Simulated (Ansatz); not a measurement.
Take SnTe in the rock salt structure (space group Fm-3m, No. 225) as the base.

```
SnTe
1.0
    0.00000     3.18483     3.18483
    3.18483     0.00000     3.18483
    3.18483     3.18483     0.00000
Sn Te
1 1
Direct
  0.00000   0.00000   0.00000
  0.50000   0.50000   0.50000
```

Cartesian axes are those of the cell as printed.

The values are results of r2SCAN (Ansatz, a quantum-chemistry and plane-wave program; PAW; 500 eV plane waves; no spin-orbit coupling), not measurements.

Strains are applied to the cell and any free atomic positions relax; under biaxial strain the out-of-plane vector relaxes too.

One change was made to it. Results:

The pressure (mean of the normal stresses, compression positive) goes from zero to -1.1 GPa; the volume per atom goes up by 0.843 Å³ to 33.15 Å³; the band gap changes from 0.13 eV to zero; the energy grows by 8.5 meV/atom.

Problem. Which of these changes matches the shifts?
A) biaxial strain +1.67 %, plane normal [111], relaxed out of plane
B) biaxial strain +2.50 %, plane normal [111], relaxed out of plane
C) biaxial strain +1.25 %, plane normal [111], relaxed out of plane
D) biaxial strain +0.42 %, plane normal [111], relaxed out of plane

Solution. B, biaxial strain +2.50 %, plane normal [111], relaxed out of plane. For comparison, the energy relative to the base in the other runs: biaxial strain +1.67 %, plane normal [111], relaxed out of plane gives +3.9 meV/atom; biaxial strain +1.25 %, plane normal [111], relaxed out of plane gives +2.2 meV/atom; biaxial strain +0.42 %, plane normal [111], relaxed out of plane gives +0.3 meV/atom.

With Te present, leaving out spin-orbit coupling can change the band edges. Whether these cells are dynamically stable was not tested. The final runs are not spin-polarised. A zero or small gap of SnTe can be the functional's error rather than a property of the material.
